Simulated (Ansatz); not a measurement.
System: CsCl-type PdIn. Method: r²SCANh (Ansatz, a quantum-chemistry and plane-wave program, PAW).

Run with plane-wave cutoff 520 eV, 8×8×8 k mesh, Fermi–Dirac smearing 0.05 eV, scalar-relativistic PAW data made under PBE.

Cell (relaxed at this level):

```xyz
2
Lattice="3.2591 0.0000 0.0000 0.0000 3.2591 0.0000 0.0000 0.0000 3.2591" Properties=species:S:1:pos:R:3 pbc="T T T"
In     1.6296     1.6296     1.6296
Pd     0.0000     0.0000     0.0000
```

Predict the bulk modulus B0 and pressure derivative B′ of the bulk modulus.


- bulk modulus B0 = 136 GPa
- pressure derivative B′ of the bulk modulus = 5.6

Spin–orbit coupling is not included.

Computed values are for the static lattice.

The result took around 17 core-minutes (rough).
